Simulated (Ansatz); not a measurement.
Results of r²SCAN+SOC (PAW; Ansatz, a first-principles code) for cubic perovskite CsPbBr₃ (cubic high-temperature phase).

Settings: plane-wave cutoff 560 eV, 6×6×6 k mesh, Fermi–Dirac smearing 0.01 eV, PAW data made under PBE.

Pressure at four volumes; x = ln(V/41.689 Å³). One pressure is withheld.

```json
[
 {"V (Å³/atom)": "39.187", "x": "-0.0619", "P (GPa)": "?"},
 {"V (Å³/atom)": "40.021", "x": "-0.0408", "P (GPa)": "0.946"},
 {"V (Å³/atom)": "41.689", "x": "0.0000", "P (GPa)": "-0.001"},
 {"V (Å³/atom)": "44.190", "x": "0.0583", "P (GPa)": "-1.069"}
]
```

Question: Pass a parabola P(x) through the three rows shown, estimate the bulk modulus and its pressure derivative near zero pressure, and predict the withheld pressure.

Answer: Slopes between the rows: (-0.001 − (0.946))/(0.0000 − (-0.0408)) = -23.21 and (-1.069 − (-0.001))/(0.0583 − (0.0000)) = -18.32 GPa. Their difference over the span 0.0991 is c = 4.89/0.0991 = 49.3 GPa, so P(x) = 0.946 + (-23.21)(x − (-0.0408)) + 49.3 (x − (-0.0408))(x − (0.0000)). At the middle row B = −dP/dx = −[-23.21 + 49.3 × 0.0408] = 21.2 GPa, and B′ = dB/dP = 2c/B = 4.7. At x = -0.0619 the parabola gives 1.500 GPa; the run gives 1.508 GPa. The Birch–Murnaghan fit to the energies at all volumes has B0 = 21.1 GPa and B′ = 4.7.

Note: the relaxation could not lower the start's symmetry, so the cell can be a saddle point above a distorted one.
